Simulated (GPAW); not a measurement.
Band structure of Mg2Zn (P6_3/mmc, 6 atoms in the cell).

```yaml
crystal:
  lattice:
    - [3.08820, 0.00000, 0.00000]
    - [-1.54410, 2.67446, 0.00000]
    - [0.00000, 0.00000, 14.52655]
  atoms:
    - { symbol: Mg, position: [0.33333, 0.66667, 0.40818] }
    - { symbol: Mg, position: [0.66667, 0.33333, 0.59182] }
    - { symbol: Mg, position: [0.66667, 0.33333, 0.90818] }
    - { symbol: Mg, position: [0.33333, 0.66667, 0.09182] }
    - { symbol: Zn, position: [0.66667, 0.33333, 0.25000] }
    - { symbol: Zn, position: [0.33333, 0.66667, 0.75000] }
```

Method: LDA (Perdew-Wang 92), GPAW PAW datasets LDA (gpaw-data 1.0.1) (plane waves; GPAW).

Settings: mode = pw; ecut = 800 eV; xc = LDA; kpts = 10 10 2; mesh shift (steps) = 0 0 0; occupations.name = methfessel-paxton; occupations.width = 0.136 eV; occupations.order = 0; nbands = -10; symmetry.symmorphic = false; symmetry.tolerance = 0.0005; maxiter = 100; bandpath_npoints = 40.

The starting cell comes from a database of computed structures (which also holds hypothetical and non-ambient phases and stackings), without a prior relaxation at this level.

Levels in eV from the Fermi level, bands 29 to 36:
```
point     29     30     31     32     33     34    35    36
-----  -----  -----  -----  -----  -----  -----  ----  ----
Γ      -6.67  -4.97  -4.89  -1.76  -1.08   2.97  3.80  8.64
M      -2.42  -2.25  -1.65  -1.60   0.02   0.05  0.41  0.71
K      -0.75  -0.35  -0.35  -0.21  -0.19  -0.19  0.13  1.61
A      -6.11  -6.11  -3.37  -3.37   0.83   0.83  6.20  6.20
L      -2.44  -2.44  -1.36  -1.36  -0.56  -0.56  1.53  1.53
H      -0.58  -0.58  -0.51  -0.51   0.07   0.07  0.84  0.84
```

Bands cross the Fermi level along this path, so the cell is metallic at this level.
